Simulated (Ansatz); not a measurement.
## CaO: point defects

The parent structure is a 16-atom supercell of CaO in the rock salt structure (space group Fm-3m, No. 225; a = 4.7948 Å) at its relaxed geometry.

One neutral defect a cell, atoms relaxed at fixed cell.

The values are results of r2SCAN in Ansatz (plane waves to 500 eV, PAW, without spin-orbit coupling), not measurements.

| change | largest displacement of a host atom from its site in the perfect cell | pressure |
|---|---|---|
| perfect supercell | – | 0.0 GPa |
| O on a Ca site (antisite), symmetric start | 0.13 Å | -0.1 GPa |
| O vacancy, symmetric start | 0.03 Å | 2.6 GPa |
| Ca interstitial (started 1.70 Å from the nearest host atom), symmetric start | 0.53 Å | 14.8 GPa |
| C on a O site | … | … |
| Ca interstitial (started 1.87 Å from the nearest host atom) | 0.33 Å | 13.1 GPa |

### Question
What belongs in the blanks?

### Answer

- C on a O site, largest displacement of a host atom from its site in the perfect cell: 0.07 Å
- C on a O site, pressure: 4.1 GPa

Other magnetic orders, which the real material may have, were not ruled out. The cell is small, so the values are those of an ordered compound at a high defect concentration; dilute-limit values will differ. A case with no gap was solved on a k-mesh chosen for an insulator, which is coarse for it. Defects with a symmetric start kept the site's symmetry and may sit on a saddle; the others started slightly shaken. Seeded moments were not kept for O vacancy, Ca interstitial (started 1.70 Å from the nearest host atom) and Ca interstitial (started 1.87 Å from the nearest host atom).

Ansatz is a program for electronic structure.
